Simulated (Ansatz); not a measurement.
PbS: biaxial strain −0.83 %, plane normal [111], relaxed out of plane

The parent structure is PbS in the rock salt structure (space group Fm-3m, No. 225; a = 5.845 Å). Axes: x, y, z lie along the cube axes.

It is then changed as follows: compressive biaxial strain of 0.83 % in the plane normal to [111], as in epitaxy on a mismatched substrate; the out-of-plane cell vector and the atoms relax.

Computed with LDA (Ansatz, a first-principles code, PAW, no spin-orbit coupling). Settings: 10×10×10 k-points, 0.05 eV Fermi–Dirac smearing.

The volume per atom drops by 0.18 Å³, from 24.96 Å³ to 24.78 Å³ and the space group becomes R-3m (No. 166) (base: Fm-3m (No. 225)). The shortest interatomic distance drops by 0.013 bohr, from 5.523 bohr to 5.510 bohr and the energy grows by 0.9 meV/atom. The pressure (mean of the normal stresses, compression positive) goes from zero to 0.5 GPa and the band gap changes from 0.06 eV to zero. The out-of-plane strain is +0.94 % (rough) and the mean in-plane stress (compression positive) amounts to +0.7 GPa (rough).

The mesh was chosen for an insulator and is coarse for the gapless case. Without a gap, meshes like the base's 10×10×10 leave anisotropic stresses uncertain by several tenths of a GPa, and small strain energies with them. Spin-orbit coupling, missing from the scalar runs, can matter with Pb. No phonon test of stability was made. All final runs are without spin polarisation. A zero or small gap of PbS can be the functional's error rather than a property of the material.
